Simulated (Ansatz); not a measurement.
This concerns the energy of the reaction as written. Reaction: cell B → cell A. The sign is products less reactants.

Cell A: a sheet of composition La2, 2 atoms, hexagonal cell of 5.13 Å (22.8 Å²), symmetry P6/mmm, 0.0 Å thick under 16 Å of vacuum, in-plane vectors relaxed; planes from bottom to top: La2, all atoms in one plane; a model cell; spin state with PBE: parallel moments, net moment 2.0 μB a cell, k-point mesh 12×12×1.
```yaml
crystal:
  lattice:
    - [5.13248, 0.00000, 0.00000]
    - [-2.56624, 4.44486, 0.00000]
    - [0.00000, 0.00000, 16.00000]
  atoms:
    - { symbol: La, position: [0.33333, 0.66667, 0.50000] }
    - { symbol: La, position: [0.66667, 0.33333, 0.50000] }
```

Cell B: a sheet of composition La2, 2 atoms, hexagonal cell of 3.69 Å (11.8 Å²), symmetry P-3m1, 2.8 Å thick under 14 Å of vacuum, in-plane vectors relaxed; planes from bottom to top: La × 2; a model cell; spin state with PBE: no moments, k-point mesh 18×18×1.
```
La
1.0
    3.68735     0.00000     0.00000
   -1.84368     3.19334     0.00000
    0.00000     0.00000    17.18164
La
2
Cartesian
  0.00000   2.12889  10.00640
  1.84368   1.06445   7.17525
```

Plane-wave PAW calculations with Ansatz (an electronic-structure program), its PAW set soft_1, cutoff 420 eV. The structures are at rest with PBE. Neutral cells; Fermi-Dirac smearing of at most 0.10 eV in the solids, energies taken to zero width. A dispersion term (D3(BJ), or D4 for r2SCAN) was computed beside these levels and is taken off wherever the name lacks it. No zero-point or thermal terms. Spin-orbit coupling is left out. No search over spin orders was made beyond those shown. The cells' k-point meshes differ in density, so the last digit is unsettled. Small moments in a metal shrink under a smearing of 0.1 eV, so the spin state is less sure. Cell A has symmetry P6/mmm and got no random move, so less symmetric positions, which may lie lower, weren't tried. Cell B has symmetry P-3m1 and got no random move, so less symmetric positions, which may lie lower, weren't tried.

Question: Give the value at the level PBE.

Answer: 3.09 eV, for cell B → cell A.
